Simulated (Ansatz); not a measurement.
Start from CuCl in the zinc blende structure (space group F-43m, No. 216; a = 5.290 Å).

Calculations: Ansatz (a program for electronic structure), PBEsol, PAW, cutoff 420 eV, no spin-orbit coupling.

One change was made to it. Results:

| quantity | base | after |
|---|---|---|
| band gap | 0.55 eV | zero |
| shortest interatomic distance | 229.1 pm | 259.8 pm |

What was done to the base?
A. Cu → Ir
B. Cu → Zn
C. Cu → Fe

B, Cu → Zn. For comparison, the shortest interatomic distance in the other runs: Cu → Ir gives 231.7 pm; Cu → Fe gives 226.0 pm.

No phonon test of stability was made. As relaxed here, ZnCl, IrCl and FeCl are hypothetical phases, not in the database extracts checked. No Hubbard U is applied and the magnetic state is the run's own (FeCl ferromagnetic); other magnetic orders, which need larger cells, were not tried and can change the gap. Spin-polarised in the final run: FeCl; the other runs are not. An odd electron count without spin: ZnCl. IrCl has a high density of states at the Fermi level and may be magnetic at this level.
